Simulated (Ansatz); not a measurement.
A (5,5) gold nanotube, relaxed period 2.744 Å, atoms relaxed at each strain.

| strain | energy (meV a period) | axial force (nN) |
|---|---|---|
| -0.015 | +24.1 | -2.03 |
| +0.015 | +24.5 | +1.82 |

These are PBE (plane waves to 420 eV, PAW; Ansatz, a program for electronic structure) values and carry that method's errors. Mesh 1×1×22. No spin polarisation. It repeats along c; a and b span vacuum. A hypothetical model, rolled from the flat sheet. It keeps the symmetry and period of its start, so it need not be a minimum against all distortions. Values not marked SOC lack spin–orbit coupling. Buckling under compression is shut out by symmetry and the short period. Energies are free energies at a Fermi–Dirac width of 0.05 eV, from the unstrained cell.

Mean diameter 7.74 Å.

### Question
Work out the axial stiffness dF/dε in two ways, and what it means for a modulus.

### Answer
From the forces: (+1.82 − (-2.03))/0.030 = 128 nN. From the energies: (E₊ + E₋)/(ε² c) = 0.0486 eV/(0.015² × 2.744 Å) = 78.7 eV/Å = 126 nN. The two agree to within 2 %. Spread over the circumference π × 7.74 Å, the force value is a sheet stiffness of 53 N/m.
